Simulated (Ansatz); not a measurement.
CsCl-type FeAl was calculated with HSE06 (Ansatz, a quantum-chemistry and plane-wave program, PAW).

Run with plane-wave cutoff 500 eV, 10×10×10 k mesh, Fermi–Dirac smearing 0.1 eV, no spin polarisation, scalar-relativistic PAW data made under PBE.

Computed at the level's own relaxed cell.

Task: Give the computed volume per atom and lattice constant a.

Result: 
- volume per atom = 11.44 Å³/atom
- lattice constant a = 2.839 Å

Measured, for comparison: equilibrium volume per atom 12.32 Å³/atom, lattice constant a 2.910 Å (room temperature, no zero-point or thermal correction; as tabulated in Liu et al. (2023), doi:10.1107/s2414314623010659). Computed (rounded) less measured: equilibrium volume per atom -7.1 %, lattice constant a -2.4 %.

Note: exact exchange on metals is sensitive to the k mesh and can open a false gap; the run warned that the count of filled bands differs between k points.

Computed values are for the static lattice.

Cost on a shared machine: about 9 core-minutes (a rough figure).
